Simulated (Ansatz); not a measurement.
ZrSnO3 (model structure, started from the cubic perovskite type, Pm-3m, No. 221, 5 atoms in the cell), treated with r²SCAN (Ansatz, a program for electronic structure, plane waves, PAW).

Settings: plane-wave cutoff 560 eV, 8×8×8 k mesh, Fermi–Dirac smearing 0.01 eV, scalar-relativistic PAW data made under PBE.

Cell (relaxed with PBEsol):

```
SnZrO3
1.0
    4.12844     0.00000     0.00000
    0.00000     4.12844     0.00000
    0.00000     0.00000     4.12844
Sn Zr O
1 1 3
Direct
  0.00000   0.00000   0.00000
  0.50000   0.50000   0.50000
  0.00000   0.50000   0.50000
  0.50000   0.50000   0.00000
  0.50000   0.00000   0.50000
```

Q: Estimate the band gap and Γ–Γ gap that the calculation returns.

A: 
band gap: 2.11 eV
Γ–Γ gap: 4.73 eV

Note: the relaxation could raise the start's symmetry but not lower it, so the cell can be a saddle point; cell and atoms aren't relaxed at this level (pressure 2.5 GPa).

Spin–orbit coupling is not included.

The computed numbers hold no vibrational or temperature effects.

Cost on a shared machine: very roughly 28 core-seconds.

A model structure was made by putting elements into a prototype or built by hand; it is no filed structure, need not be a known phase, and can be a saddle point held by its symmetry.
